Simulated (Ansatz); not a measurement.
Base system: AlNi in the CsCl type structure (space group Pm-3m, No. 221; a = 2.893 Å; not spin-polarised; relaxed with 0.1 eV smearing).

Method: PBE/PAW in Ansatz (a quantum-chemistry and plane-wave program), without spin-orbit coupling, earlier PAW set.

For the base:

| Property | Result |
|---|---|
| Pressure | 0.0 GPa |

The change: an isotropic linear strain of +4.98 %, atoms relaxed at fixed cell.

**Question.** What does the calculation give for the energy relative to the base and pressure after the change?

**Answer.** The energy grows by 114 meV/atom; the pressure goes from zero to -16.8 GPa.

Stability against distortions was not tested. Starting moments died away, wholly or in part, for the base; another magnetic solution may exist. All final runs are without spin polarisation.
